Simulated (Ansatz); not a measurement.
The starting structures come from a database of crystals and need not be the phases stable at ambient conditions.

By LDA and PBEsol, the system below comes out a metal.

Here is the system:

```
AlRu
1.0
    4.21789     0.00000     0.00000
   -2.10895     3.65280     0.00000
    2.10895     1.21760     1.72195
Al Ru
1 1
Cartesian
  0.00000   0.00000   0.00000
  0.00000   2.43520   0.86097
```

Space group of this cell: Pm-3m, CsCl type. The cell is taken as given; by PBEsol its mean pressure is -1.4 GPa.

The current runs along the normal of the first two printed vectors, the (111) plane. All runs by Ansatz (a program for electronic structure), plane waves and PAW, without spin-orbit coupling; the base is PBEsol.

```
run                                                      mean pressure (GPa)  G/A, both spins (10¹⁵ S/m²)
-------------------------------------------------------  -------------------  ---------------------------
base                                                                    -1.4                         1.39
all lengths scaled by 0.98                                              13.4                         1.45
all lengths scaled by 1.02                                             -12.5                            …
lda in place of pbesol                                                  -6.3                         1.39
lengths across the current scaled by 0.98, ions clamped                  8.1                            …
lengths across the current scaled by 1.02, ions clamped                 -9.0                         1.36
lengths along the current scaled by 0.97, ions clamped                   5.8                            …
lengths along the current scaled by 1.03, ions clamped                  -7.1                         1.35
```

Problem. What belongs in the gaps?

Solution. 
- all lengths scaled by 1.02, G/A, both spins (10¹⁵ S/m²): 1.33
- lengths across the current scaled by 0.98, ions clamped, G/A, both spins (10¹⁵ S/m²): 1.41
- lengths along the current scaled by 0.97, ions clamped, G/A, both spins (10¹⁵ S/m²): 1.43
